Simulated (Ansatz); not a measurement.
Here is the system:

```
CELL_PARAMETERS angstrom
      4.14143     0.00000     0.00000
      2.07071     3.58658     0.00000
      0.00000     0.00000    51.24048
ATOMIC_POSITIONS crystal
  Se 0.66667 0.16667 0.14626
  Bi 0.00000 0.50000 0.17649
  Se 0.33333 0.83333 0.21431
  Bi 0.66667 0.16667 0.25206
  Se 0.00000 0.50000 0.28242
  Se 0.33333 0.83333 0.33672
  Bi 0.66667 0.16667 0.36706
  Se 0.00000 0.50000 0.40480
  Bi 0.33333 0.83333 0.44254
  Se 0.66667 0.16667 0.47288
  Se 0.00000 0.50000 0.52712
  Bi 0.33333 0.83333 0.55746
  Se 0.66667 0.16667 0.59520
  Bi 0.00000 0.50000 0.63294
  Se 0.33333 0.83333 0.66328
  Se 0.66667 0.16667 0.71758
  Bi 0.00000 0.50000 0.74794
  Se 0.33333 0.83333 0.78569
  Bi 0.66667 0.16667 0.82351
  Se 0.00000 0.50000 0.85374
```

No spin polarisation.

The values are results of Kohn–Sham DFT with the r2SCAN+rVV10 functional, run in Ansatz (a first-principles code) with PAW and 500 eV plane waves, without spin-orbit coupling, earlier PAW set, not measurements. Γ-centred 9×9×1 mesh, Fermi–Dirac width 0.05 eV. The cell is a slab with vacuum along z.

**Question.** Predict the layer's space group, gap character and band gap.

**Answer.** The layer's space group (with vacuum) comes out as P-3m1 (No. 164), the gap character is direct at Γ and the band gap comes out as 0.67 eV.

With Bi present, leaving out spin-orbit coupling can change the band edges. Whether these cells are dynamically stable was not tested. The cell was made from Bi$_{2}$Se$_{3}$ in the Bi2Te3 type structure (space group R-3m, No. 166) by this change: a free-standing slab of 4 layers (20 atoms, 5 a layer) is cut normal to the stacking axis, with 15 Å of vacuum and the in-plane cell relaxed.
